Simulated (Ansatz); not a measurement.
CdS under load (space group I-4m2), r2SCAN with spin-orbit coupling, rigid bands run with Ansatz (an electronic-structure program). Condition of this run: biaxial stress xx = yy = 1 GPa (compression positive) (the target of the relaxation). Band gap 1.50 eV, N_c = 1.64e18 cm⁻³ and N_v = 3.25e19 cm⁻³ at 300 K, conductivity masses along x (a = (0.00, 2.88, 3.03) Å; b = (2.88, 0.00, 3.03) Å; c = (2.88, 2.88, 0.00) Å) of 0.165 mₑ (electrons) and 0.720 mₑ (holes). Take k_BT = 0.02585 eV.

Question: Find the intrinsic carrier density and the intrinsic Fermi level.

Answer: n_i = √(N_c N_v) exp(−E_g/2k_BT) = 7.30e18 × exp(−29.01) = 1.8e6 cm⁻³. The level lies (k_BT/2) ln(N_v/N_c) = 39 meV from mid-gap (positive towards the conduction band). Each 0.1 eV added to the gap lowers n_i by a factor of 6.9.

Question: What thermal injection velocity √(2k_BT/πm) limits a ballistic channel along the direction named?

Answer: 1.32e7 cm/s for electrons and 6.34e6 cm/s for holes, a ratio of √(m_h/m_e) = 2.09, for dilute carriers.

Question: A film of it is 8 nm thick, with its normal along the direction named. Estimate the confinement energies in an infinite well.

Answer: ħ²π²/(2m t²) = 0.376 eV·nm²/(m/mₑ × t²) gives 35.6 meV for electrons and 8.16 meV for holes, so the gap would widen to about 1.54 eV. Finite barriers and nonparabolic bands lower this, and with several valleys or bands the heaviest mass along the normal sets the lowest level, not this average.

Rigid bands with the computed gap; masses take one relaxation time for all states.
